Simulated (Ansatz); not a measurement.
Start from InAs in the zinc blende structure (space group F-43m, No. 216; a = 6.1093 Å).

Calculations: DFT with r2SCAN, PAW potentials and a 500 eV plane-wave cutoff in Ansatz (a program for electronic structure), spin-orbit coupling left out.

For the base:

- Lattice parameter a = 11.545 bohr
- Band gap = 0.08 eV

One thing is altered: a negative pressure, −1 GPa.

**Question.** How does this affect the lattice parameter a and band gap?

**Answer.** The lattice parameter a grows by 0.072 bohr, from 11.545 bohr to 11.617 bohr; the band gap changes from 0.08 eV to zero.

The mesh was chosen for an insulator and is coarse for the gapless case. Load acts through the strain it causes; cell and atoms are relaxed under it. No phonon test of stability was made. All final runs are without spin polarisation. The zero or small gap of InAs can change with the level of theory.
